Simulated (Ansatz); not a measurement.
Adsorption energy and surface dipole of H on the 1x1 (110) surface of zinc-blende GaAs (cut with top plane As + Ga), one in a 2x1 cell, started at the site 'bridge As-Ga (span 5.0 Å)', worked from the runs' numbers; total energies count from the potentials' own zero.

Host crystal: zinc-blende GaAs, with a band gap (PBE, scalar-relativistic without spin-orbit coupling).

These are PBE (plane waves to 420 eV, PAW; Ansatz, a program for electronic structure) values and carry that method's errors.

Set-up: 21 atoms, 8.6 Å thick at the start under the adsorbate (thin: gaps and levels are the slab's own); mesh 3x4x1; 0.01 eV smearing; dipole correction on; 8 atoms held, the rest relaxed; no symmetry held; spin-polarised, ending with about 0.7 μB a cell, a value that depends on the mesh; orders that need a larger cell were not tried, no spin-orbit, no U, no dispersion correction. The slab shows no gap over 0.04 eV on its mesh. At the end it is bonded to As. In PBE it is, or lies within 0.03 eV of, the lowest of the starts that converged.

| quantity | value |
|---|---|
| slab with the adsorbate | -86410.454 eV |
| clean slab, same cell and mesh | -86395.240 eV |
| reference, ½ H2(g) | -15.872 eV |
| area of the cell | 46.69 Å² |
| change of the step from the bottom to the top vacuum level | -0.341 eV |

### Question
What is the adsorption energy against this reference?

### Answer
E(slab + adsorbate) − E(slab) − E(reference) = 0.66 eV, so in this state the adsorbate is less stable than in the reference, at a coverage of 2.14 a nm².

### Question
What dipole does adsorption add to the slab along the outward normal (Helmholtz relation, ε₀ = 0.005526 e/(V·Å))?

### Answer
p = −ε₀·A·ΔV = 0.088 e·Å = 0.42 D; its positive end points to the vacuum, which lowers the vacuum level.
